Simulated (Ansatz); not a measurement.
ZnS (R3m), r2SCAN with spin-orbit coupling, rigid bands (Ansatz, a program for electronic structure): Condition of this run: uniaxial stress along [111] of -1 GPa (compression positive) (the target of the relaxation). band gap 2.64 eV, N_c = 2.33e18 cm⁻³ and N_v = 3.54e19 cm⁻³ at 300 K, conductivity masses of 0.204 mₑ (electrons) and 0.838 mₑ (holes). Take k_BT = 0.02585 eV.

What thermal injection velocity √(2k_BT/πm) limits a ballistic channel?

1.19e7 cm/s for electrons and 5.88e6 cm/s for holes, a ratio of √(m_h/m_e) = 2.03, for dilute carriers.

A film of it is 5 nm thick. Estimate the confinement energies in an infinite well.

ħ²π²/(2m t²) = 0.376 eV·nm²/(m/mₑ × t²) gives 73.7 meV for electrons and 17.9 meV for holes, so the gap would widen to about 2.73 eV. Finite barriers and nonparabolic bands lower this, and with several valleys or bands the heaviest mass along the normal sets the lowest level, not this average.

Find the intrinsic carrier density and the intrinsic Fermi level.

n_i = √(N_c N_v) exp(−E_g/2k_BT) = 9.08e18 × exp(−51.06) = 6.1e-4 cm⁻³. The level lies (k_BT/2) ln(N_v/N_c) = 35 meV from mid-gap (positive towards the conduction band). Each 0.1 eV added to the gap lowers n_i by a factor of 6.9.

Rigid, parabolic bands with the computed gap; masses take one relaxation time for all states.
